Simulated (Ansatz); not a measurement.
C11b MoSi2 was calculated with revPBE (PAW; Ansatz, a program for electronic structure).

Run with plane-wave cutoff 520 eV, 24×24×24 k mesh, Fermi–Dirac smearing 0.05 eV, no spin polarisation, scalar-relativistic PAW data made under PBE.

Shape and atoms are relaxed at each volume.

Pressure at four volumes; x = ln(V/13.705 Å³). One pressure is withheld.

```
V (Å³/atom)        x  P (GPa)
-----------  -------  -------
13.157       -0.0408        ?
13.431       -0.0202     4.21
13.705        0.0000     0.00
14.253        0.0392    -7.16
```

**Question.** Pass a parabola P(x) through the three rows shown, estimate the bulk modulus and its pressure derivative near zero pressure, and predict the withheld pressure.

**Answer.** Slopes between the rows: (0.00 − (4.21))/(0.0000 − (-0.0202)) = -208.42 and (-7.16 − (0.00))/(0.0392 − (0.0000)) = -182.65 GPa. Their difference over the span 0.0594 is c = 25.77/0.0594 = 433.8 GPa, so P(x) = 4.21 + (-208.42)(x − (-0.0202)) + 433.8 (x − (-0.0202))(x − (0.0000)). At the middle row B = −dP/dx = −[-208.42 + 433.8 × 0.0202] = 199.7 GPa, and B′ = dB/dP = 2c/B = 4.3. At x = -0.0408 the parabola gives 8.87 GPa; the run gives 8.91 GPa. The Birch–Murnaghan fit to the energies at all volumes has B0 = 199 GPa and B′ = 4.5.

Measured, for comparison: bulk modulus 222 ± 2 GPa (room temperature, not corrected to a static lattice, B' = 4; as tabulated in Structural stability of MoSi2 and Mo5Si3 under high pressure, Chin. Phys. B 26 …). Computed (rounded) less measured: bulk modulus -10 %.

Note: the bulk modulus comes from volumes at which shape and atoms were relaxed.
